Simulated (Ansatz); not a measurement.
Results of LDA (plane waves, PAW; Ansatz, a program for electronic structure) for CsCl-type RuAl.

Numerical settings: plane-wave cutoff 520 eV, 18×18×18 k mesh, Fermi–Dirac smearing 0.05 eV, no spin polarisation, scalar-relativistic PAW data made under PBE.

Cell (relaxed at this level):

```cif
data_AlRu
_chemical_formula_sum 'Al1 Ru1'
_space_group_name_H-M_alt 'P 1'
_space_group_IT_number 1
_cell_length_a 2.95360
_cell_length_b 2.95360
_cell_length_c 2.95360
_cell_angle_alpha 90.000
_cell_angle_beta 90.000
_cell_angle_gamma 90.000
loop_
_space_group_symop_operation_xyz
  'x, y, z'
loop_
_atom_site_label
_atom_site_type_symbol
_atom_site_fract_x
_atom_site_fract_y
_atom_site_fract_z
_atom_site_occupancy
Al1 Al 0.50000 0.50000 0.50000 1
Ru1 Ru 0.00000 0.00000 0.00000 1
```

Task: What does this level give for the bulk modulus and pressure derivative B′ of the bulk modulus?

Result: 
- bulk modulus: 232 GPa
- pressure derivative B′ of the bulk modulus: 4.4

The run finds no gap.

Static lattice: no zero-point or thermal effects.
